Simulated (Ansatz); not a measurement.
**A computed series for CrCl3: response to strain**

Start from CrCl₃ (space group C2/m, No. 12; a = 5.963 Å, b = 10.322 Å, c = 6.080 Å, α = 90.00°, β = 108.51°, γ = 90.00°; ferromagnetic; a cell from a computed database, its experimental status unchecked; layered, stacked along the Cartesian z axis).

Strains are applied to the cell and any free atomic positions relax.

Method: DFT with r2SCAN+rVV10, PAW potentials and a 500 eV plane-wave cutoff in Ansatz (an electronic-structure program), no spin-orbit coupling.

```json
[
 {"case": "base", "largest internal atomic displacement": "–", "smallest direct gap": "2.44 eV", "volume per atom": "22.18 Å³"},
 {"case": "isotropic strain −0.43 %", "largest internal atomic displacement": "…", "smallest direct gap": "2.43 eV", "volume per atom": "21.89 Å³"},
 {"case": "isotropic strain +3.28 %", "largest internal atomic displacement": "…", "smallest direct gap": "2.39 eV", "volume per atom": "24.43 Å³"},
 {"case": "isotropic strain +4.99 %", "largest internal atomic displacement": "…", "smallest direct gap": "2.32 eV", "volume per atom": "25.67 Å³"}
]
```

**Question.** Complete the table.

**Answer.** 
- isotropic strain −0.43 %, largest internal atomic displacement: 0.011 Å
- isotropic strain +3.28 %, largest internal atomic displacement: 0.081 Å
- isotropic strain +4.99 %, largest internal atomic displacement: 0.124 Å

No phonon test of stability was made. No Hubbard U is applied and the magnetic state is the run's own (CrCl3 ferromagnetic); small cells can't hold the antiferromagnetic order that many such compounds have, so gaps and moments can be off. The base started in P-1 and relaxed to C2/m at this level.
